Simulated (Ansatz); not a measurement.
Sn on the Si site in 3C silicon carbide

Computed with PBE, PAW (plane waves to 420 eV; Ansatz, an electronic-structure program). Details: 64-site cell; 2×2×2 shifted k-points; start: the Si site; no spin–orbit coupling; energies good to tenths of an eV.

Neighbours after relaxation, in Å: of the Sn atom: C 2.10, C 2.10, C 2.10, C 2.10.

```
charge         moment (μB)  largest move off a lattice site (Å)
------  ------------------  -----------------------------------
0       not spin-polarised                                 0.20
```
